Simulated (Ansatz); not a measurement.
Take MgTe in the wurtzite structure (space group P6_3mc, No. 186; a = 4.561 Å, c = 7.412 Å) as the base. Axes: x lies along a and z along c of the hexagonal cell.

Method: PBEsol (Ansatz, an electronic-structure program, PAW, no spin-orbit coupling).

For the base:

```
Property                              Result
---------------------  ---------------------
Band gap                             2.39 eV
Valence-band top at Γ  0.00, -0.02, -0.02 eV
```

Now apply this change: tensile biaxial strain of 1.80 % in the plane normal to [001], as in epitaxy on a mismatched substrate; the out-of-plane cell vector and the atoms relax.

Problem. Estimate the effect on the band gap, out-of-plane strain and valence-band top at Γ.

Solution. The band gap falls by 0.21 eV to 2.18 eV; the out-of-plane strain comes out as -1.72 %; the valence-band top at Γ (three highest levels, from the VBM) changes from 0.00, -0.02, -0.02 eV to 0.00, -0.21, -0.21 eV.

With Te present, leaving out spin-orbit coupling can change the band edges. Whether these cells are dynamically stable was not tested.
